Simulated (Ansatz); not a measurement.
For GaN (I4mm, No. 107, 2 atoms in the cell; start mp-2646978; a measured phase of this formula has another space group), LDA (PAW; Ansatz, an electronic-structure program) gives:

* **equilibrium lattice constant a**: 2.828 Å
* **c axis length**: 4.888 Å
* **bulk modulus**: 202 GPa
* **cohesive energy**: 5.00 eV/atom
* **band gap**: 0.14 eV

**Question.** What does r²SCAN in Ansatz (PAW) give for the same quantities?

**Answer.** 
- lattice constant a: 2.853 Å (increases by 0.9 %)
- lattice parameter c: 4.938 Å (rises by 1.0 %)
- bulk modulus: 198 GPa (falls by 2.0 %)
- cohesive energy: 4.03 eV/atom (falls by 0.97 eV/atom)
- band gap: 0.74 eV (grows by 0.60 eV)

Changes are worked out from the printed values.

Unless a cell is named, each level is at its own relaxed cell (LDA 9.78, r²SCAN 10.05 Å³/atom).

Levels without +SOC have no spin–orbit coupling; where heavier elements are present it shifts gaps, mostly down, and can invert bands. Density-functional gaps are differences of (generalised) Kohn–Sham levels.

Caveats: the bulk modulus is −V dP/dV from two relaxed cells at ±2 % in volume (LDA, r²SCAN); the relaxation could not lower the start's symmetry, so the cell can be a saddle point above a distorted one (LDA, r²SCAN). Ansatz's density-functional and Hartree–Fock values are scalar-relativistic unless marked +SOC, with PAW data made under PBE.

A start named mp-… is a Materials Project structure, which need not be a measured phase.
